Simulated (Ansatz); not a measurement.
## What biaxial strain +2.50 %, plane normal [111], relaxed out of plane does to MgS

The parent structure is MgS in the rock salt structure (space group Fm-3m, No. 225; a = 5.1292 Å). Axes: x, y, z lie along the cube axes.

Perturbation: biaxial strain +2.50 %, plane normal [111], relaxed out of plane (Cartesian); in-plane vectors clamped, the third vector and the atoms free.

Calculations: Kohn–Sham DFT with the LDA functional, run in Ansatz (a first-principles code) with PAW and 420 eV plane waves, spin-orbit coupling left out. k-mesh 11×11×11 (Γ-centred); smearing 0.05 eV (Fermi–Dirac).

| quantity | base | changed | shift |
|---|---|---|---|
| volume per atom | 16.87 Å³ | 17.47 Å³ | +0.60 Å³ |
| space group | Fm-3m (No. 225) | R-3m (No. 166) | – |
| shortest interatomic distance | 256.5 pm | 259.6 pm | +3.1 pm |
| energy relative to the base (free energy F) | 0 meV/atom | +11 meV/atom | +11 meV/atom |
| pressure (mean of the normal stresses, compression positive) | 0.00 GPa | -2.72 GPa | -2.72 GPa |
| band gap | 2.65 eV | 2.32 eV | -0.33 eV |
| gap character | – | indirect, Γ → F | – |
| smallest direct gap | 3.83 eV | 3.28 eV | -0.544 eV |
| valence-band top at Γ (three highest levels, from the VBM) | 0.00, 0.00, 0.00 eV | 0.00, -0.34, -0.34 eV | – |
| out-of-plane strain | – | -1.41 % | – |
| ratio −ε⊥/ε∥ | – | 0.57 | – |

Stability against distortions was not tested. Labels are those of the standard path for the cell's own space group.
